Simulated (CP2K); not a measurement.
CP2K run on YCuO (R3m, 3 atoms in the cell): self-consistent single point.

Method of the run: LDA (Pade form), GPW, DZVP-MOLOPT-SR-GTH basis, GTH-PADE potentials (GTH_POTENTIALS) (CP2K 2026.2).

```
CELL_PARAMETERS angstrom
      5.53790     0.00000     0.00000
      4.31283     3.47388     0.00000
      4.31283     1.52093     3.12324
ATOMIC_POSITIONS crystal
  Y  0.49593 0.49593 0.49593
  Cu 0.01636 0.01636 0.01636
  O  0.88123 0.88123 0.88123
```

Reference input (self-consistent single point, DFT LDA (Pade form), GPW, DZVP-MOLOPT-SR-GTH basis, GTH-PADE potentials (GTH_POTENTIALS)): CUTOFF = 600 Ry; REL_CUTOFF = 50 Ry; SMEAR/METHOD = FERMI_DIRAC; ELECTRONIC_TEMPERATURE = 580.23 K; KPOINTS/SCHEME = MONKHORST-PACK 7 7 7; XC_FUNCTIONAL = PADE; Y/BASIS_SET = DZVP-MOLOPT-SR-GTH-q11; Y/POTENTIAL = GTH-PADE-q11; Cu/BASIS_SET = DZVP-MOLOPT-SR-GTH-q11; Cu/POTENTIAL = GTH-PADE-q11; O/BASIS_SET = DZVP-MOLOPT-SR-GTH-q6; O/POTENTIAL = GTH-PADE-q6. This run's input differs from it in these lines:

```diff
@@ -39,3 +39,4 @@
     &KPOINTS
-      SCHEME MONKHORST-PACK 7 7 7
+      SCHEME MONKHORST-PACK 6 6 6
+      GAMMA_CENTERED T
     &END KPOINTS
```

The program printed (abridged):

```
 SCF WAVEFUNCTION OPTIMIZATION

  Step     Update method      Time    Convergence         Total energy    Change
     1 NoMix/Diag. 0.30E+00      -     1.66136549      -102.6287763176 -1.03E+02
     2 Broy./Diag. 0.30E+00      -     0.44334021      -103.6436618581 -1.01E+00
     3 Broy./Diag. 0.30E+00      -     0.15795686      -101.0215405414  2.62E+00
     4 Broy./Diag. 0.30E+00      -     0.16630052      -102.0210375525 -9.99E-01
     5 Broy./Diag. 0.30E+00      -     0.11011109      -103.0017907859 -9.81E-01
     6 Broy./Diag. 0.30E+00      -     0.06688327      -102.1187995164  8.83E-01
   [... 6 lines left out ...]
    13 Broy./Diag. 0.30E+00      -     0.00001625      -102.5872847060 -9.61E-04
    14 Broy./Diag. 0.30E+00      -     0.00001737      -102.5870884535  1.96E-04
    15 Broy./Diag. 0.30E+00      -     0.00000150      -102.5869138598  1.75E-04
    16 Broy./Diag. 0.30E+00      -     0.00000038      -102.5869026999  1.12E-05
  *** SCF run converged in    16 steps ***

  Overlap energy of the core charge distribution:               0.00000000036157
  Self energy of the core charge distribution:               -177.27465227529603
  Core Hamiltonian energy:                                     48.78961303741617
  Hartree energy:                                              41.85826680325614
  Exchange-correlation energy:                                -15.96012885623432
  Electronic entropic energy:                                  -0.00000140938829
  Fermi energy:                                                 0.19123882966933

  Total energy:                                              -102.58690269987626
  Total energy (extrapolated to T->0):                       -102.58690199518212

                     Mulliken Population Analysis

   [... lines left out ...]

 STRESS| Analytical stress tensor [bar]
 STRESS|                        x                   y                   z
 STRESS|      x       -1.09935344848E+05   8.89196268602E+02   5.56721387116E+02
 STRESS|      y        8.89196268602E+02  -1.12144705527E+05   1.96890342208E+02
 STRESS|      z        5.56721387116E+02   1.96890342208E+02  -1.12335454620E+05
 STRESS| 1/3 Trace                                            -1.11471834998E+05
```

The run converged in 16 iterations. Against the reference run the free energy is nearly the same (within 1 meV/atom), the pressure moves little (-11.14 to -11.15 GPa), the largest force moves little (0.506 to 0.507 eV/Å) and the gap on the mesh goes from 0.883 to 0.773 eV.

The starting cell comes from a database of computed structures (which also holds hypothetical and non-ambient phases and stackings), without a prior relaxation at this level. Its lattice was rescaled by a random factor within 2.5 % of one. Values carry the incompleteness of an atom-centred basis. With a pressure of about -11 GPa the cell is away from its equilibrium volume at this level.

Cost on one core of a shared machine: roughly 3 min.
